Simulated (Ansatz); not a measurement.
# HfB2: pressure series

Start from HfB2 (space group P6/mmm, No. 191; a = 3.1279 Å, c = 3.4454 Å).

Cell and atoms are relaxed at each pressure.

Level of theory: plane-wave PAW DFT at the PBEsol level (Ansatz, an electronic-structure program, 420 eV), scalar-relativistic without spin-orbit coupling.

Two rows of this table had their results exchanged by mistake.

| pressure | volume per atom (Å³) | shortest distance (Å) | band gap |
|---|---|---|---|
| pressure −2 GPa | 9.81 | 1.810 | zero |
| pressure −1 GPa | 9.77 | 1.808 | zero |
| pressure 0.3 GPa | 9.72 | 1.805 | zero |
| pressure 0.7 GPa | 9.71 | 1.804 | zero |
| pressure 1.5 GPa | 9.55 | 1.796 | zero |
| pressure 3 GPa | 9.62 | 1.800 | zero |
| pressure 5 GPa | 9.68 | 1.803 | zero |
| pressure 7.5 GPa | 9.47 | 1.791 | zero |
| pressure 10 GPa | 9.39 | 1.786 | zero |

Problem. Which two?

Solution. The rows for pressure 1.5 GPa and pressure 5 GPa: the volume has to fall steadily with pressure, so 9.68 Å³ belongs to pressure 1.5 GPa and 9.55 Å³ to pressure 5 GPa.

Load acts through the strain it causes; cell and atoms are relaxed under it. No phonon test of stability was made. No other phases were tried under pressure. All final runs are without spin polarisation.
